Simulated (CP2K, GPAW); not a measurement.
A GPAW input for a self-consistent single point of Ge (Fd-3m, 2 atoms in the cell) (DFT PBEsol, plane waves, GPAW PAW datasets PBEsol (made by gpaw-setup)):

```python
from ase import Atoms
from ase.units import GPa
from gpaw import GPAW

atoms = Atoms(['Ge', 'Ge'],
              cell=[[0.000000, 2.851066, 2.851066],
                    [2.851066, 0.000000, 2.851066],
                    [2.851066, 2.851066, 0.000000]],
              positions=[[0.000000, 0.000000, 0.000000],
                         [1.425533, 1.425533, 1.425533]],
              pbc=True)

calc = GPAW(mode={'name': 'pw', 'ecut': 550},
            xc='PBEsol',
            kpts=(5, 5, 5),
            occupations={'name': 'fermi-dirac', 'width': 0.01},
            nbands=-6,
            symmetry={'symmorphic': False, 'tolerance': 0.0005},
            maxiter=150,
            txt='-')

atoms.calc = calc

energy = atoms.get_potential_energy()
print('Energy (eV):', round(energy, 6))
forces = atoms.get_forces()
print('Forces (eV/Ang):')
print(forces.round(5))
stress = atoms.get_stress()
print('Stress (GPa, Voigt):', (stress / GPa).round(4))
```

Question: Write the same calculation as an input for CP2K.

Answer: One input that does it (others would too):

```
&GLOBAL
  PROJECT scf
  RUN_TYPE ENERGY_FORCE
  PRINT_LEVEL LOW
&END GLOBAL
&FORCE_EVAL
  METHOD Quickstep
  STRESS_TENSOR ANALYTICAL
  &DFT
    BASIS_SET_FILE_NAME BASIS_MOLOPT
    POTENTIAL_FILE_NAME GTH_POTENTIALS
    &QS
      METHOD GPW
      EPS_DEFAULT 1E-10
    &END QS
    &MGRID
      CUTOFF 400
      REL_CUTOFF 40
      NGRIDS 4
    &END MGRID
    &SCF
      SCF_GUESS ATOMIC
      EPS_SCF 1E-6
      MAX_SCF 100
      ADDED_MOS 4
      &DIAGONALIZATION
        ALGORITHM STANDARD
      &END DIAGONALIZATION
      &MIXING
        METHOD BROYDEN_MIXING
        ALPHA 0.3
        NBUFFER 10
      &END MIXING
      &SMEAR ON
        METHOD FERMI_DIRAC
        ELECTRONIC_TEMPERATURE [K] 116.05
      &END SMEAR
    &END SCF
    &KPOINTS
      SCHEME MONKHORST-PACK 5 5 5
    &END KPOINTS
    &XC
      &XC_FUNCTIONAL
        &PBE
          PARAMETRIZATION PBESOL
        &END PBE
      &END XC_FUNCTIONAL
    &END XC
    &PRINT
      &MO
        EIGENVALUES T
        OCCUPATION_NUMBERS T
        NDIGITS 8
        FILENAME mo
        &EACH
          QS_SCF 0
        &END EACH
        ADD_LAST NUMERIC
      &END MO
      &MULLIKEN OFF
      &END MULLIKEN
    &END PRINT
  &END DFT
  &SUBSYS
    &CELL
      A 4.03201600 0.00000000 0.00000000
      B 2.01600800 3.49182800 0.00000000
      C 2.01600800 1.16394300 3.29212700
      PERIODIC XYZ
    &END CELL
    &COORD
      SCALED
      Ge       0.00000000     0.00000000     0.00000000
      Ge       0.25000000     0.25000000     0.25000000
    &END COORD
    &KIND Ge
      BASIS_SET DZVP-MOLOPT-SR-GTH-q4
      POTENTIAL GTH-PBE-q4
    &END KIND
  &END SUBSYS
  &PRINT
    &FORCES ON
    &END FORCES
    &STRESS_TENSOR ON
    &END STRESS_TENSOR
  &END PRINT
&END FORCE_EVAL
```

Basis settings and potentials, where a program has them, do not carry over. This input uses DFT PBEsol, GPW, DZVP-MOLOPT-SR-GTH basis, GTH-PBE potentials (GTH_POTENTIALS). Both were run: pressure -0.36 GPa in GPAW and 2.36 in CP2K.

On GPAW: the starting cell has typed, rounded lattice constants, without a prior relaxation at this level. Its lattice was rescaled by a random factor within 2.5 % of one.

On CP2K: the starting cell has typed, rounded lattice constants, without a prior relaxation at this level. Its lattice was rescaled by a random factor within 2.5 % of one. Values carry the incompleteness of an atom-centred basis. The potentials were made for another functional than the one used.
